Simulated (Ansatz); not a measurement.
**BeS: strain tensor (xx, yy, zz, yz, xz, xy) = (+0.53, +0.75, −0.02, +0.44, +2.28, +0.09) %**

Take BeS in the zinc blende structure (space group F-43m, No. 216; a = 4.8683 Å) as the base. Axes: x, y, z lie along the cube axes.

The change: strain tensor (xx, yy, zz, yz, xz, xy) = (+0.53, +0.75, −0.02, +0.44, +2.28, +0.09) %, atoms relaxed at fixed cell.

The values are results of Kohn–Sham DFT with the r2SCAN functional, run in Ansatz (a quantum-chemistry and plane-wave program) with PAW and 500 eV plane waves, no SOC, earlier PAW set, not measurements. k-mesh 12×12×12 (Γ-centred); smearing 0.05 eV (Fermi–Dirac).

The space group goes from F-43m (No. 216) to P1 (No. 1) and the shortest interatomic distance falls by 0.014 Å to 2.094 Å. The energy rises by 9.2 meV/atom and the pressure (mean of the normal stresses, compression positive) goes from zero to -10.6 kbar. The band gap shrinks by 0.20 eV to 3.39 eV and the gap character comes out as indirect, Γ → V. The valence-band top at Γ (three highest levels, from the VBM) changes from 0.00, 0.00, 0.00 eV to 0.00, -0.22, -0.34 eV and the valley order (the lowest conduction-band minima on the path, energy above the VBM, named in the base's zone) goes from X along ⟨100⟩ 3.59 eV to X along [010] 3.39 eV; X along [001] 3.39 eV; X along [100] 3.43 eV. The largest internal atomic displacement comes out as 0.010 Å and the stress (xx, yy, zz, yz, xz, xy; compression positive) comes out as (-1.09, -1.53, -0.55, -0.74, -3.91, -0.14) GPa.

Final structure:

```
BeS
1.0
    0.05757     2.46299     2.44425
    2.50255     0.01266     2.48916
    2.44912     2.45447     0.06609
S Be
1 1
Direct
  0.75169   0.74829   0.75245
  0.99831   0.00171   0.99755
```

No phonon test of stability was made. k-point labels follow each cell's own Brillouin zone.
